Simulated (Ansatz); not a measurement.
The reference is InAs in the zinc blende structure (space group F-43m, No. 216; a = 6.1863 Å).

Method: DFT with PBE, PAW potentials and a 420 eV plane-wave cutoff in Ansatz (a program for electronic structure), without spin-orbit coupling.

Base values:

| Item | Value |
|---|---|
| Band gap | zero |
| Lattice parameter a | 11.690 bohr |

Now apply this change: cell and atoms relaxed at a pressure of 18 GPa.

Problem. Estimate the effect on the band gap, hole mass, electron mass and lattice parameter a.

Solution. The band gap goes from zero to 0.58 eV; the hole mass (degenerate bands, along [100]) amounts to 0.038, 0.32, 0.32 mₑ (at Γ); the electron mass amounts to 0.038 mₑ (at Γ); the lattice parameter a drops by 0.828 bohr to 10.862 bohr.

Load acts through the strain it causes; cell and atoms are relaxed under it. Masses are band curvatures over ±0.01 Å⁻¹ around the edge. No phonon test of stability was made. All final runs are without spin polarisation. Measured, InAs leaves this structure (for rock salt) near 7 GPa (temperature not stated; as listed in Datta, Sujoy, Jana, Debnarayan, arXiv (2020)). The zero or small gap of InAs can change with the level of theory.
